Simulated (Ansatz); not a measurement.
# Response to strain in CdTe

Start from CdTe in the zinc blende structure (space group F-43m, No. 216).

```
CdTe
1.0
    0.00000     3.27889     3.27889
    3.27889     0.00000     3.27889
    3.27889     3.27889     0.00000
Cd Te
1 1
Direct
  0.00000   0.00000   0.00000
  0.25000   0.25000   0.25000
```

Cartesian axes are those of the cell as printed.

Strains are applied to the cell and any free atomic positions relax; under biaxial strain the out-of-plane vector relaxes too.

Method: r2SCAN (Ansatz, a program for electronic structure; PAW; 500 eV plane waves; no SOC).

Notes on the quantities. pressure: mean of the normal stresses, compression positive.

| case | band gap | electron mass | pressure | ratio −ε⊥/ε∥ |
|---|---|---|---|---|
| base | 1.17 eV | 0.090 mₑ (at Γ) | 0.00 GPa | – |
| biaxial strain +0.42 %, plane normal [111], relaxed out of plane | 1.12 eV | 0.089 mₑ (at Γ) | -0.20 GPa | – |
| biaxial strain +0.83 %, plane normal [111], relaxed out of plane | … | … | … | … |
| biaxial strain +1.25 %, plane normal [111], relaxed out of plane | 1.05 eV | – | -0.58 GPa | 0.80 |
| biaxial strain +1.67 %, plane normal [111], relaxed out of plane | 1.01 eV | 0.090 mₑ out of plane, 0.086 mₑ in plane (at Γ) | -0.77 GPa | 0.80 |
| biaxial strain +2.08 %, plane normal [111], relaxed out of plane | 0.98 eV | 0.090 mₑ out of plane, 0.085 mₑ in plane (at Γ) | -0.95 GPa | 0.79 |

**Question.** Complete the table.

**Answer.** 
- biaxial strain +0.83 %, plane normal [111], relaxed out of plane, band gap: 1.08 eV
- biaxial strain +0.83 %, plane normal [111], relaxed out of plane, electron mass: 0.088 mₑ (at Γ)
- biaxial strain +0.83 %, plane normal [111], relaxed out of plane, pressure: -0.39 GPa
- biaxial strain +0.83 %, plane normal [111], relaxed out of plane, ratio −ε⊥/ε∥: 0.81

With Te present, leaving out spin-orbit coupling can change the band edges. Effective masses come from finite differences of ±0.01 Å⁻¹. No phonon test of stability was made.
